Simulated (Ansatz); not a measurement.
H on the 1x1 (111) surface of fcc Al, one in a 2x1 cell, energies for each (14.1 Å²). Energies are against ½ H2(g), without zero-point or thermal terms; each row is named by its start.

Level of theory: PBE (plane waves to 420 eV, PAW; Ansatz, an electronic-structure program).

Model: 9-atom slab, 7.0 Å thick at the start under the adsorbate (thin: gaps and levels are the slab's own), 6x12x1 mesh, Fermi-Dirac 0.1 eV, dipole correction, 4 atoms held, the rest relaxed; each run with such symmetry as its start has; no spin, no spin-orbit, no U, no dispersion correction.

A negative adsorption energy means that the adsorbate is more stable on the surface than in its reference. Heights count from the host atoms within 0.3 Å of the top one.

```csv
starting site,E_ads (eV),height (Å),nearest host atom (Å),bonded to,Δ work function (eV),lateral drift (Å)
top Al,0.29,1.61,Al 1.62,Al,1.28,0.1
hollow Al-Al-Al over Al at depth 2.3 Å,0.37,1.04,Al 1.88,3 Al,0.01,0.2
hollow Al-Al-Al over Al at depth 4.6 Å,0.27,0.95,Al 1.93,3 Al,-0.15,0.0
bridge Al-Al (span 2.9 Å),0.27,0.95,Al 1.92,3 Al,-0.16,0.8
```
